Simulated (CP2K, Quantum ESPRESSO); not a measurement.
A Quantum ESPRESSO input for a self-consistent single point of SrAlGe (P-6m2, 3 atoms in the cell) (DFT, PBEsol, plane waves, GBRV 1.5 ultrasoft (PBESOL) pseudopotentials):

```fortran
&CONTROL
  calculation = 'scf',
  prefix = 'run',
  outdir = './tmp/',
  pseudo_dir = './',
  verbosity = 'high',
  tprnfor = .true.,
  tstress = .true.,
/
&SYSTEM
  ibrav = 4,
  celldm(1) = 8.2718879859,
  celldm(3) = 1.112300274524,
  nat = 3,
  ntyp = 3,
  ecutwfc = 50,
  ecutrho = 250,
  occupations = 'smearing',
  smearing = 'gaussian',
  degauss = 0.0147,
/
&ELECTRONS
  conv_thr = 1.0d-9,
  mixing_beta = 0.7,
/
ATOMIC_SPECIES
Sr    87.6200  sr_pbesol_v1.uspp.F.UPF
Al    26.9815  al_pbesol_v1.uspp.F.UPF
Ge    72.6300  ge_pbesol_v1.4.uspp.F.UPF
ATOMIC_POSITIONS {crystal}
Sr    0.0000000000    0.0000000000    0.0000000000
Al    0.6666666667    0.3333333333    0.5000000000
Ge    0.3333333333    0.6666666667    0.5000000000
K_POINTS {automatic}
9 9 7  0 0 0
```

**Question.** Give the CP2K input for the same structure, mesh, smearing and functional.

**Answer.** This is the input that was run; spellings and numerical settings could be chosen otherwise.

```
&GLOBAL
  PROJECT sralge
  RUN_TYPE ENERGY_FORCE
  PRINT_LEVEL LOW
&END GLOBAL
&FORCE_EVAL
  METHOD Quickstep
  STRESS_TENSOR ANALYTICAL
  &DFT
    BASIS_SET_FILE_NAME BASIS_MOLOPT
    POTENTIAL_FILE_NAME GTH_POTENTIALS
    &QS
      METHOD GPW
      EPS_DEFAULT 1E-10
    &END QS
    &MGRID
      CUTOFF 500
      REL_CUTOFF 50
      NGRIDS 5
    &END MGRID
    &SCF
      SCF_GUESS ATOMIC
      EPS_SCF 1E-6
      MAX_SCF 100
      ADDED_MOS 4
      &DIAGONALIZATION
        ALGORITHM STANDARD
      &END DIAGONALIZATION
      &MIXING
        METHOD BROYDEN_MIXING
        ALPHA 0.2
        NBUFFER 12
        BETA 1
      &END MIXING
      &SMEAR ON
        METHOD GAUSSIAN
        SIGMA [eV] 0.2
      &END SMEAR
    &END SCF
    &KPOINTS
      SCHEME MONKHORST-PACK 9 9 7
    &END KPOINTS
    &XC
      &XC_FUNCTIONAL
        &PBE
          PARAMETRIZATION PBESOL
        &END PBE
      &END XC_FUNCTIONAL
    &END XC
    &PRINT
      &MO
        EIGENVALUES T
        OCCUPATION_NUMBERS T
        NDIGITS 8
        FILENAME mo
        &EACH
          QS_SCF 0
        &END EACH
        ADD_LAST NUMERIC
      &END MO
      &MULLIKEN OFF
      &END MULLIKEN
    &END PRINT
  &END DFT
  &SUBSYS
    &CELL
      A 4.37729500 0.00000000 0.00000000
      B -2.18864700 3.79084800 0.00000000
      C 0.00000000 0.00000000 4.86886600
      PERIODIC XYZ
    &END CELL
    &COORD
      SCALED
      Sr       0.00000000     0.00000000     0.00000000
      Al       0.66666700     0.33333300     0.50000000
      Ge       0.33333300     0.66666700     0.50000000
    &END COORD
    &KIND Sr
      BASIS_SET DZVP-MOLOPT-SR-GTH
      POTENTIAL GTH-PBE-q10
    &END KIND
    &KIND Al
      BASIS_SET DZVP-MOLOPT-SR-GTH
      POTENTIAL GTH-PBE-q3
    &END KIND
    &KIND Ge
      BASIS_SET DZVP-MOLOPT-SR-GTH
      POTENTIAL GTH-PBE-q4
    &END KIND
  &END SUBSYS
  &PRINT
    &FORCES ON
    &END FORCES
    &STRESS_TENSOR ON
    &END STRESS_TENSOR
  &END PRINT
&END FORCE_EVAL
```

Basis settings and potentials, where a program has them, do not carry over. This input uses DFT PBEsol, GPW, DZVP-MOLOPT-SR-GTH basis, GTH-PBE potentials (GTH_POTENTIALS). Both were run: pressure -3.53 GPa in Quantum ESPRESSO and -2.09 in CP2K.

On CP2K: the starting cell comes from a database of computed structures (which also holds hypothetical and non-ambient phases and stackings), without a prior relaxation at this level. Its lattice was rescaled by a random factor within 2.5 % of one. Values carry the incompleteness of an atom-centred basis. The potentials were made for another functional than the one used.

On Quantum ESPRESSO: the starting cell comes from a database of computed structures (which also holds hypothetical and non-ambient phases and stackings), without a prior relaxation at this level. Its lattice was rescaled by a random factor within 2.5 % of one. With a pressure of about -4 GPa the cell is away from its equilibrium volume at this level.
